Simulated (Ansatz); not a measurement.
Base system: MgO in the rock salt structure (space group Fm-3m, No. 225; a = 4.2141 Å).

All numbers come from PBEsol/PAW in Ansatz (an electronic-structure program), no SOC.

Strains are applied to the cell and any free atomic positions relax.

One change was made to it. Results:

| quantity | base | after |
|---|---|---|
| hole mass (degenerate bands, along [100]) | 0.38, 2.1, 2.1 mₑ (at Γ) | 0.39, 2.0, 2.0 mₑ (at Γ) |
| energy relative to the base (free energy F) | 0 meV/atom | +4.3 meV/atom |
| band gap | 4.62 eV | 4.92 eV |
| electron mass | 0.34 mₑ (at Γ) | 0.35 mₑ (at Γ) |

Q: Which of these changes matches the shifts?
(A) isotropic strain +3.00 %
(B) isotropic strain −2.50 %
(C) isotropic strain −1.00 %
(D) isotropic strain −3.00 %
(E) isotropic strain +1.50 %

A: C, isotropic strain −1.00 %. For comparison, the band gap in the other runs: isotropic strain −3.00 % gives 5.55 eV; isotropic strain +3.00 % gives 3.82 eV; isotropic strain −2.50 % gives 5.38 eV; isotropic strain +1.50 % gives 4.21 eV.

Masses are band curvatures over ±0.01 Å⁻¹ around the edge. Whether these cells are dynamically stable was not tested.
